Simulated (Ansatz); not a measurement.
This concerns the energy of one form of C over another. The value is E(A) − E(B), in meV per atom.

A: C (lonsdaleite, P6₃/mmc), 4 atoms in the cell, k-point mesh 18×18×8 on the run's own vectors.
```xyz
4
Lattice="2.5012 0.0000 0.0000 -1.2506 2.1661 0.0000 0.0000 0.0000 4.1634" Properties=species:S:1:pos:R:3 pbc="T T T"
C      0.0000     1.4441     0.2614
C      1.2506     0.7220     2.3430
C      0.0000     1.4441     1.8203
C      1.2506     0.7220     3.9020
```

B: C (graphite, P6₃/mmc), 4 atoms in the cell, k-point mesh 18×18×6 on the run's own vectors.
```xyz
4
Lattice="2.4650 0.0000 0.0000 -1.2325 2.1348 0.0000 0.0000 0.0000 6.7411" Properties=species:S:1:pos:R:3 pbc="T T T"
C      0.0000     0.0000     1.6853
C      0.0000     0.0000     5.0558
C      0.0000     1.4232     1.6853
C      1.2325     0.7116     5.0558
```

All numbers come from Ansatz (a first-principles code), plane waves with PAW, its PAW set soft_1, cutoff 420 eV, 500 eV for r2SCAN. The structures are at rest with PBE+D3(BJ); other levels are single points on them. Neutral cells; Fermi-Dirac smearing of at most 0.05 eV in the solids, energies taken to zero width. The lattices are those relaxed with PBE+D3(BJ), so at other levels the solids can be strained, which adds to the spread. A dispersion term (D3(BJ), or D4 for r2SCAN) was computed beside these levels and is taken off wherever the name lacks it. Nuclei at rest; no vibrational terms.

Task: Give the value at the level PBE+D3(BJ).

Result: 111 meV/atom for A less B, so C (graphite, P6₃/mmc) (B) lies lower.

Task: What do the other levels give, and how wide is the spread?

Result: 
```csv
Method,value (meV/atom),less PBE+D3(BJ)
PBE,148,37
r2SCAN,138,27
r2SCAN+D4,125,14
```

The levels span 37 meV/atom, from PBE+D3(BJ) (111) to PBE (148).
